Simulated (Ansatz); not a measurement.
The parent structure is BeS in the zinc blende structure (space group F-43m, No. 216; a = 4.838 Å).

Level of theory: PBEsol in Ansatz (plane waves to 420 eV, PAW, scalar-relativistic without spin-orbit coupling).

Base values:

The band gap comes out as 2.91 eV. The hole mass comes out as 0.33, 0.55, 0.55 mₑ (at Γ).

Now apply this change: the cell is scaled by 0.9850 in all directions; the atoms relax in the strained cell.

**Question.** Estimate the effect on the energy relative to the base.

**Answer.** The energy increases by 9.0 meV/atom.

**Question.** Predict the new band gap.

**Answer.** The band gap shrinks by 0.11 eV to 2.80 eV.

**Question.** Predict the new hole mass.

**Answer.** The hole mass (degenerate bands, along [100]) becomes 0.34, 0.52, 0.52 mₑ (at Γ) (base: 0.33, 0.55, 0.55 mₑ (at Γ)).

Masses are band curvatures over ±0.01 Å⁻¹ around the edge. No phonon test of stability was made.

Ansatz is a quantum-chemistry and plane-wave program.
